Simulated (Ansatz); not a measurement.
Consider TiO₂ in the anatase structure (space group I4_1/amd, No. 141).

```yaml
crystal:
  lattice:
    - [-1.89921, 1.89921, 4.85192]
    - [1.89921, -1.89921, 4.85192]
    - [1.89921, 1.89921, -4.85192]
  atoms:
    - { symbol: Ti, position: [0.50000, 0.50000, 0.00000] }
    - { symbol: Ti, position: [0.25000, 0.75000, 0.50000] }
    - { symbol: O, position: [0.29360, 0.29360, 0.00000] }
    - { symbol: O, position: [0.04360, 0.54360, 0.50000] }
    - { symbol: O, position: [0.45640, 0.95640, 0.50000] }
    - { symbol: O, position: [0.70640, 0.70640, 0.00000] }
```

Cartesian axes are those of the cell as printed.

Calculations: PBE in Ansatz (plane waves to 420 eV, PAW, no SOC), earlier PAW set.

For the base:

```
Quantity    Result
--------  --------
Pressure  0.00 GPa
```

Perturbation: uniaxial strain ε_zz = +5.33 %, all other strain components held at zero, atoms relaxed at fixed cell.

Task: What does the calculation give for the pressure after the change?

Result: The pressure (mean of the normal stresses, compression positive) goes from zero to -7.82 GPa.

Task: What does the calculation give for the largest internal atomic displacement after the change?

Result: The largest internal atomic displacement comes out as 0.055 Å.

Stability against distortions was not tested. All final runs are without spin polarisation.

Ansatz is a program for electronic structure.
